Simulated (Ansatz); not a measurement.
Here is the system:

```yaml
crystal:
  lattice:
    - [4.28491, 0.00000, 0.00000]
    - [0.00000, 5.25027, 0.00000]
    - [0.00000, 0.00000, 3.28957]
  atoms:
    - { symbol: Fe, position: [0.50000, 0.50000, 0.50000] }
    - { symbol: Fe, position: [0.00000, 0.00000, 0.00000] }
    - { symbol: S, position: [0.70577, 0.87453, 0.50000] }
    - { symbol: S, position: [0.20577, 0.62547, 0.00000] }
    - { symbol: S, position: [0.79423, 0.37453, 0.00000] }
    - { symbol: S, position: [0.29423, 0.12547, 0.50000] }
```

No spin polarisation.

Calculations: PBEsol (Ansatz, a first-principles code, PAW, no spin-orbit coupling), earlier PAW set. Γ-centred 8×6×10 mesh, Fermi–Dirac width 0.05 eV.

Predict the gap character and width of the top valence band.


```json
{
 "gap_character": "indirect, k = (3/8, 0, 0) in the run's primitive reciprocal basis → T",
 "width_of_the_top_valence_band": "1.22 eV"
}
```

Load acts through the strain it causes; cell and atoms are relaxed under it. Stability against distortions was not tested. Competing high-pressure phases were not computed. All final runs are without spin polarisation. The cell was made from FeS2 (space group Pnnm, No. 58; non-magnetic) by this change: pressure 10 GPa.
